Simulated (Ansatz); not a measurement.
Results of PBEsol (Ansatz, an electronic-structure program, PAW) for CsCl-type CoAl.

Run with plane-wave cutoff 520 eV, 22×22×22 k mesh, Fermi–Dirac smearing 0.042 eV (set by the program), no spin polarisation, scalar-relativistic PAW data made under PBE.

Cell (relaxed at this level):

```xyz
2
Lattice="2.8227 0.0000 0.0000 0.0000 2.8227 0.0000 0.0000 0.0000 2.8227" Properties=species:S:1:pos:R:3 pbc="T T T"
Al     1.4114     1.4114     1.4114
Co     0.0000     0.0000     0.0000
```

Task: What does this level give for the elastic constant C12, Voigt–Reuss–Hill bulk modulus, Young modulus, elastic constant C11 and elastic constant C44?

Result: 
- elastic constant C12 = 132 GPa
- Voigt–Reuss–Hill bulk modulus = 194 GPa
- Young modulus = 308 GPa
- elastic constant C11 = 317 GPa
- elastic constant C44 = 152 GPa

Elastic constants are with the ions relaxed.

Computed values are for the static lattice.

It cost around 2.4 core-minutes (rough) of CPU time.
